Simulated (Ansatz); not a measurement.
# A computed series for Al: response to strain

The reference is Al in the fcc (Cu type) structure (space group Fm-3m, No. 225; a = 3.9920 Å). Axes: x, y, z lie along the cube axes.

Strains are applied to the cell and any free atomic positions relax; under biaxial strain the out-of-plane vector relaxes too.

The values are results of r2SCAN (Ansatz, a first-principles code, PAW, no SOC), not measurements.

Notes on the quantities. energy relative to the base: free energy F; pressure: mean of the normal stresses, compression positive.

| case | energy relative to the base | volume per atom | pressure |
|---|---|---|---|
| base | 0 meV/atom | 15.90 Å³ | 0.0 GPa |
| biaxial strain −0.77 %, plane normal [001], relaxed out of plane | +0.7 meV/atom | 15.79 Å³ | 0.7 GPa |
| biaxial strain −4.86 %, plane normal [111], relaxed out of plane | +51 meV/atom | 14.98 Å³ | 7.8 GPa |
| biaxial strain +4.76 %, plane normal [111], relaxed out of plane | +30 meV/atom | 16.80 Å³ | -3.6 GPa |
| isotropic strain −0.62 % | +1.6 meV/atom | 15.61 Å³ | 1.8 GPa |
| uniaxial strain ε_yy = −2.55 % | +4.3 meV/atom | 15.50 Å³ | 2.6 GPa |
| uniaxial strain ε_yy = +0.64 % | +0.2 meV/atom | 16.01 Å³ | -0.6 GPa |
| uniaxial strain ε_zz = −1.52 % | +1.4 meV/atom | 15.66 Å³ | 1.5 GPa |
| tensor shear ε_xy = +0.61 % | +0.4 meV/atom | 15.90 Å³ | 0.0 GPa |
| tensor shear ε_xz = +2.81 % | +7.9 meV/atom | 15.89 Å³ | 0.5 GPa |

Without a gap, meshes like the base's 20×20×20 leave anisotropic stresses uncertain by several tenths of a GPa, and small strain energies with them. Whether these cells are dynamically stable was not tested.
